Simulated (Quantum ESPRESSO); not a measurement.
Cost against accuracy: K_POINTS for TeS4O14 (P1, 38 atoms in the cell)

Cell: a = 6.9124 Å, b = 6.9125 Å, c = 12.1606 Å, α = 80.23°, β = 80.43°, γ = 77.48°.

Method: PBEsol, GBRV 1.5 ultrasoft (PBESOL) pseudopotentials (plane waves; Quantum ESPRESSO 7.5).

Base settings: ecutwfc = 40 Ry; ecutrho = 200 Ry; occupations = fixed; potentials = {Te: te_pbesol_v1.uspp.F.UPF, S: s_pbesol_v1.4.uspp.F.UPF, O: o_pbesol_v1.2.uspp.F.UPF}; K_POINTS = automatic 2 2 2 1 1 1; nbnd = 118; conv_thr = 1e-08 Ry; mixing_beta = 0.4.

Misses are taken against the tightest run, automatic 3 3 2 1 1 1, which need not be fully converged itself. The energy is the free energy per atom.

The count of work is k-points × plane waves × bands × iterations; it is no time, and leaves out set-up, grids and terms that scale otherwise. Core times come from one kind of shared machine and are given to one figure; runs under 30 s give none.

The starting cell comes from a database of computed structures (which also holds hypothetical and non-ambient phases and stackings), without a prior relaxation at this level. Its lattice was rescaled by a random factor within 2.5 % of one.

```
K_POINTS               energy less reference (meV/atom)  largest difference in the force on any atom (eV/Å)  count of work / reference  core time / reference (rough)
---------------------  --------------------------------  --------------------------------------------------  -------------------------  -----------------------------
automatic 1 1 1 1 1 1                             20.13                                               0.841                       0.11                            0.2
automatic 2 2 1 1 1 1                              0.10                                               0.026                       0.26                            0.3
automatic 2 2 2 1 1 1                             -0.14                                               0.026                       0.48                            0.6
automatic 3 3 2 1 1 1                              0.00                                               0.000                        1.0                              1
```

Coarsest setting among those run that, with all tighter ones, holds the energy within 2 meV/atom of the reference: automatic 2 2 1 1 1 1, off by 0.10 meV/atom; it needs 0.26 of the reference's count of work and about 0.3 of the reference's time.

The step from automatic 1 1 1 1 1 1 to automatic 2 2 2 1 1 1: it takes the miss in the energy from 20 to 0.14 meV/atom, for 4.3 times the count of work and roughly 3 times the time.
